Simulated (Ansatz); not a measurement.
Levels about the gap of amorphous silicon carbide (Si24C40) (64 atoms in a cell of 642 Å³, 2.99 g/cm³; zone centre alone, so wide bands show as single levels with stretches between that a denser mesh fills), at the geometry that PBE relaxed, where it gives 6.5 GPa on a denser mesh. The participation number counts the atoms over which a state spreads; weights are charges in smoothed Voronoi cells. The levels come from a single point, so bond lengths are those of that geometry. Method of the levels: PBE, scalar-relativistic without spin-orbit coupling (Ansatz, a quantum-chemistry and plane-wave program). Sampling: the zone centre alone; Fermi-Dirac width 0.05 eV; no spin polarisation. At PBE the levels at the empty edge of the gap are localised (band-tail or defect states). So small a spacing is near the smearing width and the bands' dispersion over the mesh, so it is a value of this cell and mesh.

It comes from a melt-quench run on a machine-learned potential (CHGNet), relaxed afterwards by DFT. The hot cell started wider than the set density and was brought back towards it in steps. It is the lowest in DFT energy of 2 quenches. It is a model cell: composition and starting density were chosen by hand, and all elements were melted together. No dispersion term was used. A short ab initio anneal came between quench and relaxation. Its density started from a set value of 3.09 and ended at 2.99 g/cm³. The simulated quench (nominally 2100 K/ps over its main leg) is rapid and tends to freeze in more defects than a deposited or slowly cooled glass has. Values belong to this one cell and scatter from quench to quench. The volume was held where the preparation left it and the shape relaxed, at a PBE pressure of 6.5 GPa. Stress components on the final sampling reach 7.0 GPa. On a 2×2×2 Γ-centred mesh force components of up to 0.22 eV/Å stay, since the relaxation ran on one k-point at (1/4, 1/4, 1/4).

```csv
"E - E(highest filled), eV",filling,participation number,largest on,weight C,weight Si
-1.18,filled,45.8,"C, 4 neighbours",0.69,0.31
-1.08,filled,29.8,"C, 3 neighbours",0.64,0.36
-0.80,filled,38.8,"Si, 4 neighbours",0.56,0.44
-0.73,filled,37.1,"C, 4 neighbours",0.60,0.40
-0.53,filled,18.6,"C, 3 neighbours",0.67,0.33
-0.35,filled,20.5,"C, 3 neighbours",0.68,0.32
0.00,filled,29.7,"C, 3 neighbours",0.66,0.34
0.25,empty,11.0,"C, 3 neighbours",0.71,0.29
0.35,empty,19.7,"C, 3 neighbours",0.64,0.36
0.59,empty,37.6,"Si, 5 neighbours",0.55,0.45
0.74,empty,33.5,"Si, 3 neighbours",0.42,0.58
0.94,empty,34.9,"C, 3 neighbours",0.48,0.52
1.14,empty,37.2,"Si, 4 neighbours",0.57,0.43
1.36,empty,34.1,"C, 3 neighbours",0.51,0.49
```

Most localised among these is the empty level at +0.25 eV, on a C atom, which has 3 neighbours (C 1.43 Å, C 1.45 Å, C 1.46 Å).
